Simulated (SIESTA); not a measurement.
## SIESTA run on CsInCl3 (Fm-3m, 10 atoms in the cell): self-consistent single point

Method: SIESTA with LDA PW92, numerical atomic orbitals DZP, PseudoDojo LDA standard norm-conserving potentials (rewritten from UPF to PSML).

This input was run:

```
# files in the folder: Cs.psml In.psml Cl.psml (PseudoDojo LDA standard)
SystemName  CsInCl3
SystemLabel csincl3

NumberOfAtoms                10
NumberOfSpecies              3
%block ChemicalSpeciesLabel
  1 55 Cs
  2 49 In
  3 17 Cl
%endblock ChemicalSpeciesLabel
LatticeConstant              1.0 Bohr
%block LatticeVectors
     0.000000000   10.412683854   10.412683854
    10.412683854    0.000000000   10.412683854
    10.412683854   10.412683854    0.000000000
%endblock LatticeVectors
AtomicCoordinatesFormat      Ang
%block AtomicCoordinatesAndAtomicSpecies
     8.265232500    8.265232500    8.265232500  1
     2.755077500    2.755077500    2.755077500  1
     5.510155000    5.510155000    5.510155000  2
     0.000000000    0.000000000    0.000000000  2
     2.535993737    5.510155000    5.510155000  3
     8.484316263    5.510155000    5.510155000  3
     5.510155000    2.535993737    5.510155000  3
     5.510155000    8.484316263    5.510155000  3
     5.510155000    5.510155000    2.535993737  3
     5.510155000    5.510155000    8.484316263  3
%endblock AtomicCoordinatesAndAtomicSpecies

XC.functional                LDA
XC.authors                   PW92
PAO.BasisSize                DZP
PAO.EnergyShift              0.01 Ry
MeshCutoff                   350 Ry
%block kgrid.MonkhorstPack
    4   0   0  0.0
    0   4   0  0.0
    0   0   4  0.0
%endblock kgrid.MonkhorstPack
OccupationFunction           FD
ElectronicTemperature        50.0 meV

MaxSCFIterations             150
SCF.Mixer.Method             Pulay
SCF.Mixer.Weight             0.25
SCF.Mixer.History            8
SCF.DM.Tolerance             1.0E-04
Diag.ParallelOverK           true
WriteForces                  true
```

Output, abridged:

```
reinit: Reading from file input.fdf

reinit: System Name: CsInCl3
reinit: System Label: csincl3

coor:   Atomic-coordinates input format  =     Cartesian coordinates
coor:                                          (in Angstroms)

siesta: Atomic coordinates (Bohr) and species
siesta:     15.61903  15.61903  15.61903  1        1
siesta:      5.20634   5.20634   5.20634  1        2
siesta:     10.41268  10.41268  10.41268  2        3
siesta:      0.00000   0.00000   0.00000  2        4
siesta:      4.79233  10.41268  10.41268  3        5
siesta:     16.03303  10.41268  10.41268  3        6
siesta:     10.41268   4.79233  10.41268  3        7
siesta:     10.41268  16.03303  10.41268  3        8
siesta:     10.41268  10.41268   4.79233  3        9
siesta:     10.41268  10.41268  16.03303  3       10

siesta: System type = bulk

initatomlists: Number of atoms, orbitals, and projectors:     10   132   180

siesta: ******************** Simulation parameters ****************************
redata: Spin configuration                          = none
redata: Time-Reversal Symmetry                      = T
redata: Number of Atomic Species                    =        3
redata: Mesh Cutoff                                 =   350.0000 Ry
redata: Net charge of the system                    =     0.0000 |e|
redata: Min. number of SCF Iter                     =        0
redata: Max. number of SCF Iter                     =      150
redata: SCF convergence failure will abort job
redata: SCF mix quantity                            = Hamiltonian
redata: Mix DM or H after convergence               =   F
redata: Recompute H after scf cycle                 =   F
redata: Mix DM in first SCF step                    =   T
redata: No kicks to SCF
redata: DM Mixing Weight for Kicks                  =     0.5000
redata: Require Harris convergence for SCF          =   F
redata: Harris energy tolerance for SCF             =     0.000100 eV
   [... lines left out ...]
diag: Parallel distribution                         =     1 x     1
diag: Used triangular part                          = Lower
diag: Absolute tolerance                            =  0.100E-15
diag: Orthogonalization factor                      =  0.100E-05
diag: Memory factor                                 =  1.0000

superc: Internal auxiliary supercell:     5 x     5 x     5  =     125
superc: Number of atoms, orbitals, and projectors:   1250  16500  22500

                        Single-point calculation

superc: Internal auxiliary supercell:     5 x     5 x     5  =     125
superc: Number of atoms, orbitals, and projectors:   1250  16500  22500

outcell: Unit cell vectors (Ang):
        0.000000    5.510155    5.510155
        5.510155    0.000000    5.510155
        5.510155    5.510155    0.000000

outcell: Cell vector modules (Ang)   :    7.792536    7.792536    7.792536
outcell: Cell angles (23,13,12) (deg):     60.0000     60.0000     60.0000
outcell: Cell volume (Ang**3)        :    334.5965
new_DM -- step:     1
Initializing Density Matrix...

Attempting to read DM from file... Failed...
DM filled with atomic data:

InitMesh: MESH = 72 x 72 x 72 = 373248
InitMesh: Mesh cutoff (required, used) =   350.000   353.916 Ry

stepf: Fermi-Dirac step function
        iscf     Eharris(eV)        E_KS(eV)     FreeEng(eV)     dDmax    Ef(eV) dHmax(eV)
   scf:    1    -7576.972896    -7565.735632    -7565.735632  1.527828 -3.891604  6.312909
   scf:    2    -7567.250907    -7566.568990    -7566.568990  0.089565 -4.134647  3.231062
   scf:    3    -7567.141153    -7566.898339    -7566.898340  0.079433 -4.441630  0.864541
   scf:    4    -7566.955184    -7566.930079    -7566.930080  0.027741 -4.575088  0.120624
   scf:    5    -7566.935085    -7566.933032    -7566.933033  0.007224 -4.610172  0.018498
   scf:    6    -7566.933133    -7566.933097    -7566.933098  0.001391 -4.609998  0.013605
   scf:    7    -7566.933104    -7566.933105    -7566.933105  0.000361 -4.608067  0.001315
   scf:    8    -7566.933107    -7566.933106    -7566.933106  0.000174 -4.608031  0.000421
   scf:    9    -7566.933106    -7566.933106    -7566.933106  0.000019 -4.607957  0.000275
SCF Convergence by DM+H criterion
max |DM_out - DM_in|         :     0.0000186518
max |H_out - H_in|      (eV) :     0.0002748012
SCF cycle converged after 9 iterations

Using DM_out to compute the final energy and forces

siesta: E_KS(eV) =            -7566.9331

siesta: E_KS - E_eggbox =     -7566.9331

siesta: Atomic forces (eV/Ang):
     1    0.000000    0.000000    0.000000
     2   -0.000000   -0.000000   -0.000000
     3   -0.000000   -0.000000   -0.000000
     4    0.000000    0.000000   -0.000000
     5    0.061998    0.000000    0.000000
     6   -0.061998   -0.000000   -0.000000
     7    0.000000    0.061998    0.000000
     8   -0.000000   -0.061998   -0.000000
     9    0.000000    0.000000    0.061998
    10   -0.000000   -0.000000   -0.061998
   Tot    0.000000    0.000000   -0.000000
   Max    0.061998
   Res    0.027727    sqrt( Sum f_i^2 / 3N )
   Max    0.061998    constrained

Stress tensor Voigt[x,y,z,yz,xz,xy] (kbar):       26.31       26.31       26.31       -0.00       -0.00       -0.00
(Free)E + p*V (eV/cell)    -7572.4284
Target enthalpy (eV/cell)    -7566.9331

siesta: Program's energy decomposition (eV):
siesta: Ebs     =     -1186.960816
siesta: Eions   =     11173.153403
siesta: Ena     =      2498.933850
siesta: Ekin    =      3472.423337
siesta: Enl     =      -255.215339
siesta: Eso     =         0.000000
siesta: Edftu   =         0.000000
siesta: DEna    =        63.475994
siesta: DUscf   =         1.904589
siesta: DUext   =         0.000000
siesta: Ex      =     -1959.884906
siesta: Ec      =      -215.417228
siesta: Exc     =     -2175.302134
siesta: Eharris =     -7566.933106
siesta: Etot    =     -7566.933106
siesta: FreeEng =     -7566.933106

siesta: Atomic forces (eV/Ang):
siesta:      1    0.000000    0.000000    0.000000
siesta:      2   -0.000000   -0.000000   -0.000000
siesta:      3   -0.000000   -0.000000   -0.000000
siesta:      4    0.000000    0.000000   -0.000000
siesta:      5    0.061998    0.000000    0.000000
siesta:      6   -0.061998   -0.000000   -0.000000
siesta:      7    0.000000    0.061998    0.000000
siesta:      8   -0.000000   -0.061998   -0.000000
siesta:      9    0.000000    0.000000    0.061998
siesta:     10   -0.000000   -0.000000   -0.061998
siesta: ----------------------------------------
siesta:    Tot    0.000000    0.000000   -0.000000

siesta: Stress tensor (static) (eV/Ang**3):
siesta:     0.016424   -0.000000   -0.000000
siesta:    -0.000000    0.016424   -0.000000
siesta:    -0.000000   -0.000000    0.016424

siesta: Cell volume =        334.596538 Ang**3

siesta: Pressure (static):
siesta:                Solid            Molecule  Units
siesta:          -0.00017888         -0.00016687  Ry/Bohr**3
siesta:          -0.01642363         -0.01532145  eV/Ang**3
siesta:         -26.31356324        -24.54767110  kBar
```

The run converged in 9 iterations.

The starting cell comes from a database of computed structures (which also holds hypothetical and non-ambient phases and stackings), without a prior relaxation at this level. Values carry the incompleteness of an atom-centred basis.

Cost on one core of a shared machine: roughly 50 s.
